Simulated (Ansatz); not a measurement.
# KTaO3: uniaxial stress, 1 GPa tension along x

Base system: KTaO₃ in the cubic perovskite structure (space group Pm-3m, No. 221; a = 3.984 Å). Axes: x, y, z lie along the cube axes.

Perturbation: uniaxial stress, 1 GPa tension along x, with the cell and atoms free to relax against it.

All numbers come from PBEsol, PAW, 420 eV (Ansatz, an electronic-structure program; no spin-orbit coupling), earlier PAW set. k-mesh 8×8×8 (Γ-centred); smearing 0.05 eV (Fermi–Dirac).

```json
[
 {"quantity": "volume per atom", "base": "12.65 Å³", "changed": "12.67 Å³", "shift": "+0.02 Å³"},
 {"quantity": "space group", "base": "Pm-3m (No. 221)", "changed": "P4/mmm (No. 123)", "shift": "–"},
 {"quantity": "energy relative to the base (free energy F)", "base": "0 meV/atom", "changed": "+0.1 meV/atom", "shift": "+0.1 meV/atom"},
 {"quantity": "band gap", "base": "2.15 eV", "changed": "2.14 eV", "shift": "-0.01 eV"},
 {"quantity": "gap character", "base": "–", "changed": "indirect, A → Γ", "shift": "–"},
 {"quantity": "smallest direct gap", "base": "2.77 eV", "changed": "2.77 eV", "shift": "-0.005 eV"},
 {"quantity": "strain response (xx, yy, zz)", "base": "–", "changed": "(+0.23, −0.03, −0.03) %", "shift": "–"}
]
```

Final structure:

```yaml
crystal:
  lattice:
    - [3.99351, 0.00000, 0.00000]
    - [0.00000, 3.98281, 0.00000]
    - [0.00000, 0.00000, 3.98281]
  atoms:
    - { symbol: K, position: [0.00000, 0.00000, 0.00000] }
    - { symbol: Ta, position: [0.50000, 0.50000, 0.50000] }
    - { symbol: O, position: [0.00000, 0.50000, 0.50000] }
    - { symbol: O, position: [0.50000, 0.50000, 0.00000] }
    - { symbol: O, position: [0.50000, 0.00000, 0.50000] }
```

With Ta present, leaving out spin-orbit coupling can change the band edges. Stability under load was not tested beyond the relaxation. Labels are those of the standard path for the cell's own space group.
